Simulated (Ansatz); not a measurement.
We consider cubic perovskite KZnF3, described by HSE06 (plane waves, PAW; Ansatz, a quantum-chemistry and plane-wave program).

Settings: plane-wave cutoff 460 eV, 6×6×6 k mesh, Fermi–Dirac smearing 0.01 eV, scalar-relativistic PAW data made under PBE.

Pressure at four volumes; x = ln(V/13.571 Å³). One pressure is withheld.

| V (Å³/atom) | x | P (GPa) |
|---|---|---|
| 12.892 | -0.0513 | 4.50 |
| 13.571 | 0.0000 | 0.03 |
| 13.910 | 0.0247 | -1.78 |
| 14.249 | 0.0488 | ? |

Pass a parabola P(x) through the three rows shown, estimate the bulk modulus and its pressure derivative near zero pressure, and predict the withheld pressure.

Slopes between the rows: (0.03 − (4.50))/(0.0000 − (-0.0513)) = -87.13 and (-1.78 − (0.03))/(0.0247 − (0.0000)) = -73.28 GPa. Their difference over the span 0.0760 is c = 13.85/0.0760 = 182.2 GPa, so P(x) = 4.50 + (-87.13)(x − (-0.0513)) + 182.2 (x − (-0.0513))(x − (0.0000)). At the middle row B = −dP/dx = −[-87.13 + 182.2 × 0.0513] = 77.8 GPa, and B′ = dB/dP = 2c/B = 4.7. At x = 0.0488 the parabola gives -3.33 GPa; the run gives -3.35 GPa. The Birch–Murnaghan fit to the energies at all volumes has B0 = 77.3 GPa and B′ = 4.7.

Measured, for comparison: bulk modulus 80 GPa (temperature not stated, not corrected to a static lattice, (C11+2C12)/3; as tabulated in Vaitheeswaran et al. (2016), arXiv:1609.00541). Computed less measured: bulk modulus -3.4 %.

Note: the relaxation could not lower the start's symmetry, so the cell can be a saddle point above a distorted one.
